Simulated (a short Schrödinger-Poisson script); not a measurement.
System: MOS inversion layer, Si3N4 on p-type Si(110), at 300 K.

From the gate side: 4 nm Si3N4; 1100 nm Si, acceptors 1.4e17 cm⁻³.

The device is made up for the run: typed textbook-type constants, with dimensions and the other settings drawn at random. Si3N4: permittivity 7.5, conduction-band edge (eV) 1.95, gap (eV) 5.1, electron mass (mₑ) 0.5. Si: permittivity 11.7, conduction-band edge (eV) 0, gap (eV) 1.124, Nv at 300 K (cm⁻³) 3.1e19.

Channel valleys (confinement mass, in-plane density-of-states mass, number): Δ4 0.315, 0.324, 4; Δ2 0.19, 0.417, 2. At the gate the conduction-band edge of layer 1 lies 2.13 eV − eVg above the Fermi level of the channel; the field vanishes at the back. Gaps are held at their typed values at every temperature. Mesh 0.03 nm at interfaces.

From a short Schrödinger-Poisson script (our own, NumPy): 1D Poisson equation in equilibrium, electrons quantum, Hartree (BenDaniel-Duke, 12 states a valley, the channel's in-plane mass for all, wave functions ending at the dielectric), parabolic valleys, classical holes, full ionisation, no traps, pinning or gate leakage.

| Vg (V) | electrons (cm⁻²) | C (μF/cm²) | Δ4 E0 (meV from the Fermi level) | Δ2 E0 (meV from the Fermi level) |
|---|---|---|---|---|
| 0.2 | 1.69e10 | 0.189 | 184.3 | 199.2 |
| 0.3 | 2.19e11 | 0.664 | 117.4 | 133.2 |
| 0.4 | 7.29e11 | 0.978 | 85.3 | 102.8 |
| 0.5 | 1.38e12 | 1.10 | 67.8 | 87.1 |
| 0.6 | 2.08e12 | 1.17 | 56.0 | 77.1 |
| 0.7 | 2.83e12 | 1.21 | 47.0 | 69.9 |
| 0.8 | 3.59e12 | 1.25 | 39.8 | 64.4 |
| 0.9 | 4.38e12 | 1.27 | 33.7 | 60.0 |
| 1 | 5.18e12 | 1.29 | 28.4 | 56.3 |
| 1.1 | 5.99e12 | 1.30 | 23.7 | 53.2 |
| 1.2 | 6.81e12 | 1.32 | 19.5 | 50.4 |
| 1.3 | 7.63e12 | 1.33 | 15.6 | 48.0 |
| 1.4 | 8.46e12 | 1.34 | 12.0 | 45.9 |
| 1.5 | 9.30e12 | 1.35 | 8.6 | 43.9 |
| 1.6 | 1.01e13 | 1.36 | 5.4 | 42.1 |
| 1.7 | 1.10e13 | 1.36 | 2.4 | 40.5 |
| 1.8 | 1.18e13 | 1.37 | -0.4 | 39.0 |

Gate voltages with under 1e9 electrons/cm² are left out.

Problem. At Vg = 1.8 V the lowest Δ4 subband lies at -0.4 meV from the Fermi level. How many electrons does it hold, and what share of all?

Solution. The two-dimensional density of states is g m/(πħ²) = 5.41e11 cm⁻² meV⁻¹ (both spins), kT = 25.9 meV, so n = D kT ln(1 + exp(−E/kT)) = 9.81e12 cm⁻², 0.83 of the 1.18e13 cm⁻² in all.

Problem. Compare the slope of the sheet density between 1.6 and 1.8 V with the geometric capacitance of the layers between gate and channel.

Solution. q Δn/ΔV = 1.36 μF/cm²; ε0/Σ(t/ε) = 1.66 μF/cm². The ratio is 0.82: the channel acts as a further capacitance in series.
